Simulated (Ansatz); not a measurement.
Base system: Zr in the diamond structure (space group Fd-3m, No. 227; a = 6.137 Å; a hypothetical phase, not in the database extracts checked). Axes: x, y, z lie along the cube axes.

The values are results of Ansatz (a quantum-chemistry and plane-wave program) PBEsol, scalar-relativistic without spin-orbit coupling, not measurements.

Before the change:

* **Shortest interatomic distance**: 2.657 Å

One thing is altered: a free-standing slab of 3 layers (6 atoms, 2 a layer) is cut normal to [110], with 15 Å of vacuum and the in-plane cell held at bulk.

Q: Predict the new excess energy per area of both faces.

A: The excess energy per area of both faces (slab less bulk energy over the cell's area: twice a surface energy) comes out as 0.56 J/m² (uncertain by up to 0.04 J/m²).

Q: What happens to the shortest interatomic distance?

A: The shortest interatomic distance falls by 0.2178 Å to 2.440 Å.

The excess energy carries the mismatch between the slab's and the bulk's meshes. No phonon test of stability was made. The final runs are not spin-polarised. Zr has a high density of states at the Fermi level and may be magnetic at this level.
